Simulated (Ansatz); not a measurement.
The starting structures come from a database of crystals and need not be the phases stable at ambient conditions.

 Where the default PAW files enter, the runs use the earlier of Ansatz's two default sets.

# Evanescent states of CdS (Fm-3m, rock salt, not sure to be the ambient phase, 2 atoms a cell, 20.9 Å³ an atom, -2 GPa at this level) along the normal of (110)

All values below come from r2SCAN (plane waves, PAW; Ansatz, a program for electronic structure).

The gap is the functional's own. No spin-orbit coupling. Mid-gap values are interpolated on the energy grid.

Energies count from the valence-band top; κ is the least over a 8×6 mesh across the current.

| E (eV) | κ (1/Å) | where |
|---|---|---|
| 0.03 | 0.040 | off Γ |
| 0.09 | 0.069 | off Γ |
| 0.15 | 0.088 | off Γ |
| 0.21 | 0.103 | off Γ |
| 0.27 | 0.116 | off Γ |
| 0.33 | 0.127 | off Γ |
| 0.39 | 0.123 | Γ |
| 0.45 | 0.114 | Γ |
| 0.51 | 0.103 | Γ |
| 0.57 | 0.090 | Γ |
| 0.63 | 0.073 | Γ |
| 0.69 | 0.051 | Γ |

Question: How thick must the barrier be to attenuate the transmission by 10^6 when the electrodes' Fermi level lies at 0.69 eV, and what attenuation does that film give at 0.03 eV?

Answer: d = 6 ln 10 / (2 × 0.051) = 135.4 Å. At 0.03 eV it gives 6 × 0.040/0.051 = 4.7 decades.
